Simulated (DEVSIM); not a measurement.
Device: abrupt Si n-p junction, at 300 K.

```csv
layer (left to right),material,thickness (μm),Nd (cm⁻³),Na (cm⁻³),τn (s),τp (s)
1,Si,5.30,3.9e17,-,0.00097,0.00097
2,Si,0.390,-,4.1e15,0.00097,0.00097
```

Left contact: ohmic. Right contact: ohmic. Voltage is applied to the left contact. Recombination: SRH at mid-gap, Auger. Mobility is constant in doping.

The device is made up for the run: typed textbook-type constants, with dimensions and the other settings drawn at random. Values at 300 K.

```csv
parameter,Si
gap (eV),1.124
affinity (eV),4.05
permittivity,11.7
Nc (cm⁻³),2.86e19
Nv (cm⁻³),3.1e19
μn (cm²/Vs),1417
μp (cm²/Vs),470
Cn (cm⁶/s),2.8e-31
Cp (cm⁶/s),9.9e-32
```

Simulated with DEVSIM: 1D drift-diffusion, Boltzmann statistics, complete ionisation; no tunnelling, impact ionisation, image-force lowering or self-heating.

The doping Na of layer 2 was swept, all else fixed.

```json
[
 {"doping Na of layer 2 (cm^-3)": "1.2e14", "dark forward voltage at 1 A/cm² (V)": "0.348", "potential step across the device at zero bias (V)": "0.691", "dark forward voltage at 100 A/cm² (V)": "0.500", "largest field in the device at zero bias (V/cm)": "37000"},
 {"doping Na of layer 2 (cm^-3)": "4.1e14", "dark forward voltage at 1 A/cm² (V)": "0.383", "potential step across the device at zero bias (V)": "0.723", "dark forward voltage at 100 A/cm² (V)": "0.535", "largest field in the device at zero bias (V/cm)": "37000"},
 {"doping Na of layer 2 (cm^-3)": "1.2e15", "dark forward voltage at 1 A/cm² (V)": "0.417", "potential step across the device at zero bias (V)": "0.750", "dark forward voltage at 100 A/cm² (V)": "0.568", "largest field in the device at zero bias (V/cm)": "38000"},
 {"doping Na of layer 2 (cm^-3)": "4.1e15", "dark forward voltage at 1 A/cm² (V)": "0.470", "potential step across the device at zero bias (V)": "0.782", "dark forward voltage at 100 A/cm² (V)": "0.607", "largest field in the device at zero bias (V/cm)": "43000"},
 {"doping Na of layer 2 (cm^-3)": "1.2e16", "dark forward voltage at 1 A/cm² (V)": "0.513", "potential step across the device at zero bias (V)": "0.810", "dark forward voltage at 100 A/cm² (V)": "0.639", "largest field in the device at zero bias (V/cm)": "57000"},
 {"doping Na of layer 2 (cm^-3)": "4.1e16", "dark forward voltage at 1 A/cm² (V)": "0.552", "potential step across the device at zero bias (V)": "0.842", "dark forward voltage at 100 A/cm² (V)": "0.674", "largest field in the device at zero bias (V/cm)": "96000"},
 {"doping Na of layer 2 (cm^-3)": "1.2e17", "dark forward voltage at 1 A/cm² (V)": "0.582", "potential step across the device at zero bias (V)": "0.869", "dark forward voltage at 100 A/cm² (V)": "0.703", "largest field in the device at zero bias (V/cm)": "150000"}
]
```

From the first row to the last the dark forward voltage at 1 A/cm² goes from 0.348 to 0.582. From the first row to the last the potential step across the device at zero bias goes from 0.691 to 0.869.
